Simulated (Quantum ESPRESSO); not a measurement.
Input and output of a relaxation of the atoms for LiZn3 (I4mm, 4 atoms in the cell) (Quantum ESPRESSO).

Method: LDA (PZ), GBRV 1.5 ultrasoft (LDA) pseudopotentials (plane waves; Quantum ESPRESSO).

Input as run:

```fortran
&CONTROL
    calculation = 'relax'
    prefix = 'LiZn3'
    outdir = './tmp'
    pseudo_dir = './'
    forc_conv_thr = 3.9e-05
/
&SYSTEM
    ibrav = 0
    nat = 4
    ntyp = 2
    ecutwfc = 50
    ecutrho = 250
    occupations = 'smearing'
    smearing = 'gaussian'
    degauss = 0.0073499
/
&ELECTRONS
    conv_thr = 1.0d-9
/
&IONS
/
ATOMIC_SPECIES
Li     6.9400  li_lda_v1.4.uspp.F.UPF
Zn    65.3800  zn_lda_v1.uspp.F.UPF
ATOMIC_POSITIONS {crystal}
Li    0.02483300    0.02483300   -0.02483300
Zn    0.25000000    0.25000000    0.25000000
Zn    0.75000000    0.75000000    0.75000000
Zn    0.50000000    0.50000000    0.50000000
K_POINTS {automatic}
5 5 5  0 0 0
CELL_PARAMETERS {angstrom}
   0.00000000     3.02014300     3.02014300
   3.02014300     0.00000000     3.02014300
   3.02014300     3.02014300     0.00000000
```

Log, with long lists cut:

```
     Self-consistent Calculation

     iteration #  1     ecut=    50.00 Ry     beta= 0.70

     total energy              =   -1397.13232930 Ry
     estimated scf accuracy    <       1.49537404 Ry

     iteration #  2     ecut=    50.00 Ry     beta= 0.70

     total energy              =   -1397.66294245 Ry
     estimated scf accuracy    <       2.84821775 Ry

     iteration #  3     ecut=    50.00 Ry     beta= 0.70

     total energy              =   -1398.05571733 Ry
     estimated scf accuracy    <       0.05157308 Ry

   [... 5 blocks of this kind left out ...]

     iteration #  9     ecut=    50.00 Ry     beta= 0.70

     total energy              =   -1398.06961771 Ry
     estimated scf accuracy    <          1.2E-09 Ry

     iteration # 10     ecut=    50.00 Ry     beta= 0.70
     End of self-consistent calculation

     the Fermi energy is    11.4091 ev

!    total energy              =   -1398.06961771 Ry
     estimated scf accuracy    <          4.2E-10 Ry
     smearing contrib. (-TS)   =      -0.00098414 Ry
     internal energy E=F+TS    =   -1398.06863357 Ry

     convergence has been achieved in  10 iterations

     Forces acting on atoms (cartesian axes, Ry/au):

     atom    1 type  1   force =     0.00000000    0.00000000   -0.01797510
     atom    2 type  2   force =     0.00000000    0.00000000    0.00775051
     atom    3 type  2   force =     0.00000000    0.00000000    0.00775051
     atom    4 type  2   force =     0.00000000    0.00000000    0.00247409

     Total force =     0.021198     Total SCF correction =     0.000003

     BFGS Geometry Optimization
   [... lines left out ...]
     the Fermi energy is    11.4128 ev
!    total energy              =   -1398.07216981 Ry
     Total force =     0.000025     Total SCF correction =     0.000002
     bfgs converged in  12 scf cycles and  11 bfgs steps
     Final energy             =   -1398.0721698070 Ry
   [... lines left out ...]

     File ./tmp/LiZn3.bfgs deleted, as requested
Begin final coordinates

ATOMIC_POSITIONS (crystal)
Li               0.0061830115        0.0061830115       -0.0061830115
Zn               0.2562145375        0.2562145375        0.2437854625
Zn               0.7562145375        0.7562145375        0.7437854625
Zn               0.5062209135        0.5062209135        0.4937790865
End final coordinates

   JOB DONE.
```

The run converged.  The full log also holds: “WARNING: bfgs curvature condition failed, Theta= 0.883”.

Summary of the result:
```
Item                                           Value
------------------------------------  --------------
Free energy E − TS                    -19021.7409 eV
Fermi level (on the code's own zero)        11.41 eV
Relaxation steps                                  11
```

The starting cell comes from a database of computed structures (which also holds hypothetical and non-ambient phases and stackings), without a prior relaxation at this level. Its lattice was rescaled by up to half a per cent. For this run, on top of that: one atom moved by 0.15 angstrom. The relaxation keeps the symmetry of its start, so its end need not be a minimum.

Cost on one core of a shared machine: roughly 4 min.
